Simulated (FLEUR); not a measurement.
Band structure of NaH (Fm-3m, 2 atoms in the cell).

```yaml
crystal:
  lattice:
    - [0.00000, 2.44000, 2.44000]
    - [2.44000, 0.00000, 2.44000]
    - [2.44000, 2.44000, 0.00000]
  atoms:
    - { symbol: Na, position: [0.00000, 0.00000, 0.00000] }
    - { symbol: H, position: [0.50000, 0.50000, 0.50000] }
```

Method: FLEUR with PBE, all-electron FLAPW (FLEUR), scalar-relativistic valence.

Settings: Kmax = 4.6 1/bohr; GmaxXC = 18.4 1/bohr; xcFunctional = pbe; jspins = 1; l_soc = F; mode = hist; fermiSmearingEnergy = 0.00183747 Htr; mesh (inpgen div1-3) = 6 6 6; inpgen gamma flag = true; Gmax = 18.4 1/bohr; numbands = 0; maxIterBroyd = 15; imix = Anderson; alpha = 0.05.

The starting cell has typed, rounded lattice constants, without a prior relaxation at this level. Values depend on the basis (sphere radii, cutoffs, local orbitals), which need not be converged.

Levels in eV from the Fermi level, bands 2 to 8:
```
point       2       3       4      5      6      7      8
-----  ------  ------  ------  -----  -----  -----  -----
Γ      -22.12  -22.12  -22.12  -3.48  10.23  15.43  15.43
X      -22.20  -22.15  -22.15  -0.13   4.62   9.97  10.54
W      -22.18  -22.18  -22.15   0.04   6.00   6.00   8.25
K      -22.19  -22.17  -22.15  -0.07   5.31   6.30  11.12
L      -22.21  -22.13  -22.13  -0.80   3.76  10.64  13.25
U      -22.19  -22.17  -22.15  -0.07   5.31   6.30  11.12
```
